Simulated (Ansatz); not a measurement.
System: interstitial Cl in rock-salt NaCl (charge state -1). The step: several atoms move together, Cl the farthest; the atom moves 2.85 Å along (-0.01, -0.50, 0.00) of the unit cell; the moving atom starts with neighbours 4 Cl at 3.11; 3 Na at 2.54, Na at 2.55 Å and ends with 4 Cl at 3.11; 3 Na at 2.54, Na at 2.55 Å. A PBE band in Ansatz (plane-wave PAW, the Γ point alone, 64 host sites, 23 SCF runs with any check of the saddle's order, static, no finite-size correction) gives a forward barrier of 0.46 eV. The saddle point's order was not checked, and it lies on a symmetry element of the cell, where a band can be held. The charge state is imposed; whether it is stable for some Fermi level was not computed. Sites that were not tried may lie lower.

Single points at the band's start and saddle point can refine it. Rough cost of one point, in units of the band's mean SCF on the same machine:

```tsv
Level	Cost of one point
PBE, a 2×2×2 k-point mesh shifted by half a step	about 9
r2SCAN at 500 eV, the Γ point alone	about 3
```

Problem. Which of these move the barrier by more than 0.1 eV, and how far does each move it?

Solution. Not one does. PBE, a 2×2×2 k-point mesh shifted by half a step: -0.01 eV; r2SCAN at 500 eV, the Γ point alone: 0.00 eV. Each functional is compared with PBE at the same k-points.

Ansatz is a first-principles code.
